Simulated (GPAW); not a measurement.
GPAW run on LuBPd3 (Pm-3m, 5 atoms in the cell): self-consistent single point.

Method of the run: LDA (Perdew-Wang 92), real-space grid, GPAW PAW datasets LDA (gpaw-data 1.0.1) in GPAW 25.7.0.

```yaml
crystal:
  lattice:
    - [4.28612, 0.00000, 0.00000]
    - [0.00000, 4.28612, 0.00000]
    - [0.00000, 0.00000, 4.28612]
  atoms:
    - { symbol: Lu, position: [0.00000, 0.00000, 0.00000] }
    - { symbol: B, position: [0.50000, 0.50000, 0.50000] }
    - { symbol: Pd, position: [0.00000, 0.50000, 0.50000] }
    - { symbol: Pd, position: [0.50000, 0.00000, 0.50000] }
    - { symbol: Pd, position: [0.50000, 0.50000, 0.00000] }
```

Reference input (self-consistent single point, DFT LDA (Perdew-Wang 92), plane waves, GPAW PAW datasets LDA (gpaw-data 1.0.1)): mode = pw; ecut = 950 eV; xc = LDA; kpts = 5 5 5; mesh shift (steps) = 0 0 0; occupations.name = methfessel-paxton; occupations.width = 0.2 eV; occupations.order = 0; nbands = -13; convergence.density = 1e-05 e/electron; convergence.energy = 1e-05 eV/electron; symmetry.symmorphic = false. This run's input differs from it in these lines:

```diff
@@ -1,4 +1,3 @@
 from ase import Atoms
-from ase.units import GPa
-from gpaw import GPAW, PW
+from gpaw import GPAW
 
@@ -15,3 +14,4 @@
 
-calc = GPAW(mode=PW(950),
+calc = GPAW(mode='fd',
+            h=0.18,
             xc='LDA',
@@ -32,4 +32,2 @@
 print(forces.round(5))
-stress = atoms.get_stress()
-print('Stress (GPa, Voigt):', (stress / GPa).round(4))
```

The program printed (abridged):

```
     iter     time        total  log10-change:
                         energy   eigst   dens
iter:   1 --:--:--   -39.239114
iter:   2 --:--:--   -36.413735   -0.36  -1.16
iter:   3 --:--:--   -31.263904   -0.16  -1.24
iter:   4 --:--:--   -31.177959   -1.05  -1.73
iter:   5 --:--:--   -31.192705   -1.68  -1.78
   [... 10 lines left out ...]
iter:  16 --:--:--   -30.901959   -2.15  -2.54
iter:  17 --:--:--   -30.880437   -2.68  -2.50
iter:  18 --:--:--   -30.879142   -2.95  -2.99
iter:  19 --:--:--   -30.878694   -3.31  -3.08
iter:  20 --:--:--   -30.879041c  -3.40  -3.14
iter:  21 --:--:--   -30.878803c  -3.84  -3.18
   [... lines left out ...]
iter:  33 --:--:--   -30.878860c  -5.40  -4.89
iter:  34 --:--:--   -30.878858c  -5.53  -4.97
iter:  35 --:--:--   -30.878859c  -5.73  -5.03c
iter:  36 --:--:--   -30.878859c  -5.87  -5.10c
iter:  37 --:--:--   -30.878860c  -6.06  -5.06c
iter:  38 --:--:--   -30.878860c  -6.22  -5.11c
iter:  39 --:--:--   -30.878861c  -6.34  -5.07c
   [... 3 lines left out ...]
iter:  43 --:--:--   -30.878861c  -6.88  -5.08c
iter:  44 --:--:--   -30.878861c  -7.10  -5.09c
iter:  45 --:--:--   -30.878861c  -7.22  -5.08c
iter:  46 --:--:--   -30.878861c  -7.38  -5.09c
iter:  47 --:--:--   -30.878861c  -7.55c -5.08c
Converged after 47 iterations.

Dipole moment: (-2.827330, -2.827330, -2.827330) |e|*Ang

Energy contributions relative to reference atoms: (reference = -808004.007651)

Kinetic:        -12.571315
Potential:       -2.937637
External:        +0.000000
XC:             -14.867888
Entropy (-ST):   -0.057643
Local:           -0.473200
SIC:             +0.000000
--------------------------
Free energy:    -30.907683
Extrapolated:   -30.878861

Showing only first 2 kpts
 Kpt  Band  Eigenvalues  Occupancy
  0    36      8.01667    2.00000
  0    37      8.01667    2.00000
  0    38      8.01667    2.00000
  0    39     11.59901    0.00000

  1    36      7.91905    2.00000
  1    37      9.16293    1.99525
  1    38      9.16293    1.99525
  1    39     11.52551    0.00000

Fermi level: 9.56224

No gap
No difference between direct/indirect transitions
Energy (eV): -30.878861

Forces in eV/Ang:
  0 Lu   -0.00000   -0.00000   -0.00000
  1 B     0.00000    0.00000    0.00000
  2 Pd   -0.00000    0.00000    0.00000
  3 Pd    0.00000   -0.00000    0.00000
  4 Pd    0.00000    0.00000   -0.00000
```

The run converged in 47 iterations. Against the reference run the free energy drops by 24.1 meV/atom.

The starting cell comes from a database of computed structures (which also holds hypothetical and non-ambient phases and stackings), without a prior relaxation at this level. Spin polarisation is off.

Cost on one core of a shared machine: roughly 10 min.
